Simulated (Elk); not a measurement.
Input and output of a self-consistent single point for Cr₃Fe (I4/mmm, 4 atoms in the cell) (Elk).

Computed with LDA (PW92), all-electron FP-LAPW, Elk's shipped species files, APW+lo basis with extra local orbitals in Elk 10.2.4.

The change in words: lattice scaled by 0.98. Reference geometry:
```
CELL_PARAMETERS angstrom
     -1.69307     1.69307     4.03606
      1.69307    -1.69307     4.03606
      1.69307     1.69307    -4.03606
ATOMIC_POSITIONS crystal
  Cr 0.50000 0.50000 0.00000
  Cr 0.75000 0.25000 0.50000
  Cr 0.25000 0.75000 0.50000
  Fe 0.00000 0.00000 0.00000
```
Moments meant for the start (each program seeds them in its own way; μB, in the order of the atoms Cr Cr Cr Fe): 0.0 0.0 0.0 4.0.

Reference input (self-consistent single point, DFT, LDA (PW92), all-electron FP-LAPW, Elk's shipped species files, APW+lo basis with extra local orbitals): spinpol = true; rgkmax = 7.5; swidth = 0.00367493 Ha; ngridk = 6 6 6; reducebf = 0.8; gmaxvr = 16 1/bohr; nxlo = 2; lorbcnd = true; rmtscf = 0.88; lmaxi = 3; nempty = 12 per atom; maxscl = 100. This run's input differs from it in these lines:

```diff
@@ -37,5 +37,5 @@
 avec
-   -3.1994291612    3.1994291612    7.6270385739
-    3.1994291612   -3.1994291612    7.6270385739
-    3.1994291612    3.1994291612   -7.6270385739
+   -3.1354411449    3.1354411449    7.4744979914
+    3.1354411449   -3.1354411449    7.4744979914
+    3.1354411449    3.1354411449   -7.4744979914
```

The program printed (abridged):

```
│ Self-consistent loop started │
│ Loop number : 1 │
 total energy                :     -4411.33410385
 total moment                :   0.9530135511
│ Loop number : 2 │
 total energy                :     -4410.12457354
 total moment                :   0.9980051950
RMS change in Kohn-Sham potential (target) :   0.6909092181     (  0.1000000000E-05)
Absolute change in total energy (target)   :    1.209530310     (  0.1000000000E-03)
│ Loop number : 3 │
 total energy                :     -4413.63907547
 total moment                :    1.058443576
RMS change in Kohn-Sham potential (target) :   0.6068254439     (  0.1000000000E-05)
   [... lines left out ...]
│ Loop number : 52 │
 total energy                :     -4417.21036027
 total moment                :   0.7552602058E-02
RMS change in Kohn-Sham potential (target) :   0.3609965357E-05 (  0.1000000000E-05)
Absolute change in total energy (target)   :   0.1186509326E-04 (  0.1000000000E-03)
│ Loop number : 53 │
 total energy                :     -4417.21035187
 total moment                :   0.6493874244E-02
RMS change in Kohn-Sham potential (target) :   0.5242697217E-06 (  0.1000000000E-05)
Absolute change in total energy (target)   :   0.1137431900E-04 (  0.1000000000E-03)
Convergence targets achieved

│ Loop number : 54 │

Energies :
 Fermi                       :     0.439051606288
 xc effective B-field        :    -0.219373087825E-06
 external B-field            :      0.00000000000
 total energy                :     -4417.21034886
 (external B-field energy excluded from total)

Density of states at Fermi energy :    202.5567273
 (states/Hartree/unit cell)

Estimated indirect band gap :   0.5800458807E-04
 from k-point      5 to k-point      5
Estimated direct band gap   :   0.5800458807E-04
 at k-point      5

Charges :
 core                        :    40.00000000
 valence                     :    58.00000000
 interstitial                :    6.559129318
 muffin-tins (core leakage)
  species :    1 (Cr)
   atom    1                 :    22.25046942     (  0.7292531023E-09)
   [... lines left out ...]

Moments :
 interstitial                :   0.2726435178E-03
 muffin-tins
  species :    1 (Cr)
   atom    1                 :   0.1223094783E-02
   atom    2                 :   0.4638146152E-03
   atom    3                 :   0.4638146152E-03
  species :    2 (Fe)
   atom    1                 :   0.3024950492E-02
 total in muffin-tins        :   0.5175674505E-02
 total moment                :   0.5448318023E-02

│ Self-consistent loop stopped │
```

The run converged in 54 iterations. The count includes the last loop, which Elk runs after its targets are met. Against the reference run the free energy goes down by 52.1 meV/atom and the size of the net moment goes from 0.17 to 0.00 μB/atom.

The starting cell comes from a database of computed structures (which also holds hypothetical and non-ambient phases and stackings), without a prior relaxation at this level. For this run, on top of that: lattice scaled by 0.98. The starting moments vanished: the run ended non-magnetic, which need not be the lowest state. Values depend on the basis (sphere radii, cutoffs, local orbitals), which need not be converged. The log's line on a gap gives a spacing of levels on this mesh, which the program prints for metals too.

Cost on one core of a shared machine: roughly 6 min.
